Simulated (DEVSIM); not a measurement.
Structure: abrupt Si n-p junction, at 300 K.

Layer 1 from the left is Si, thickness (μm) 0.760, Nd (cm⁻³) 1.7e16, τn (s) 1.1e-7, τp (s) 1.1e-7. Layer 2 from the left is Si, thickness (μm) 0.310, Na (cm⁻³) 8.3e17, τn (s) 1.1e-7, τp (s) 1.1e-7.

Left contact: ohmic. Right contact: ohmic. Voltage is applied to the left contact. Recombination: SRH at mid-gap. Mobility is μmin + (μ − μmin)/(1 + (N/Nref)^α).

This is a model device: material constants are rounded textbook-type values typed into the input, and sizes, dopings and lifetimes were drawn at random. Values at 300 K.

Si: gap (eV) 1.124, affinity (eV) 4.05, permittivity 11.7, Nc (cm⁻³) 2.86e19, Nv (cm⁻³) 3.1e19, μn (cm²/Vs) 1417, μp (cm²/Vs) 470, μn,min 52, μp,min 45, Nref,n 9.7e16, Nref,p 2.2e17, αn 0.68, αp 0.72.

DEVSIM, 1D drift-diffusion, Boltzmann statistics, complete ionisation; no tunnelling, impact ionisation, image-force lowering or self-heating.

Dark forward current:

| |V| (V) | |J| (A/cm²) |
|---|---|
| 0.05 | 3.008e-8 |
| 0.10 | 1.123e-7 |
| 0.15 | 3.736e-7 |
| 0.20 | 1.350e-6 |
| 0.25 | 5.785e-6 |
| 0.30 | 2.981e-5 |
| 0.35 | 0.0001760 |
| 0.40 | 0.001120 |
| 0.45 | 0.007387 |
| 0.50 | 0.04943 |
| 0.55 | 0.3323 |
| 0.60 | 2.228 |
| 0.65 | 14.69 |
| 0.70 | 90.00 |
| 0.75 | 450.8 |
| 0.80 | 1720 |
| 0.85 | 5205 |

**Question.** Work out the local ideality factor n = ΔV / (kT/q · ln(J2/J1)) between the rows 0.15 and 0.20 V, 0.50 and 0.55 V, 0.80 and 0.85 V.

**Answer.** kT/q = 25.85 mV. From 0.15 to 0.20 V: ln(1.350e-6/3.736e-7) = 1.285, n = 1.51. From 0.50 to 0.55 V: ln(0.3323/0.04943) = 1.905, n = 1.02, near the 1 of diffusion or emission over a barrier. From 0.80 to 0.85 V: ln(5205/1720) = 1.107, n = 1.75.

**Question.** Estimate the current at 0.50 V from the Shockley equation with J0 = Σ q ni² D/(N L) coth(W/L), τ joining the SRH, radiative and Auger lifetimes that are on, and W taken as the whole layer.

**Answer.** ni² = 1.16e20 cm⁻⁶; holes in the n layer: μ = 412 cm²/Vs, D = 10.6 cm²/s, τ = 1.10e-7 s, L = 10.8 μm, W/L = 0.070, term 1.53e-10 A/cm²; electrons in the p layer: μ = 309 cm²/Vs, D = 8.00 cm²/s, τ = 1.10e-7 s, L = 9.38 μm, W/L = 0.033, term 5.77e-12 A/cm². J0 = 1.59e-10 A/cm², and J = J0 exp(qV/kT) = 0.0400 A/cm². The simulation gives 0.0494 A/cm²; the estimate lies 19 % below. The estimate leaves out recombination in the depletion region and that region's share of W.
